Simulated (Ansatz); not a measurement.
Functionals compared on the (111)B surface of zinc-blende GaAs, As-terminated, NH2 on every top atom (bottom of the slab: 3 H on 4 bottom sites), in Ansatz (plane waves, PAW). The structure was relaxed with PBE; the other rows are single points on it. Cutoff 420 eV (500 eV for r2SCAN).

Model: 47-atom slab, 14.9 Å thick at the start with caps and adatoms, 3x3x1 mesh, Fermi-Dirac 0.025 eV, dipole correction, 8 atoms held, the rest relaxed; no symmetry held; spin-polarised, no spin-orbit, no U. The slab shows no gap on its mesh. The starting moment vanished. It is one candidate, not shown to be the stable structure of the face. These notes are the PBE run's. r2SCAN: The program's check for a lower electronic state was not made.

```tsv
functional	work function of the top face (eV)	rough cost of the single point
PBE	2.48	–
r2SCAN	2.28	around 40 core-minutes (rough)
```

Ansatz is a program for electronic structure.
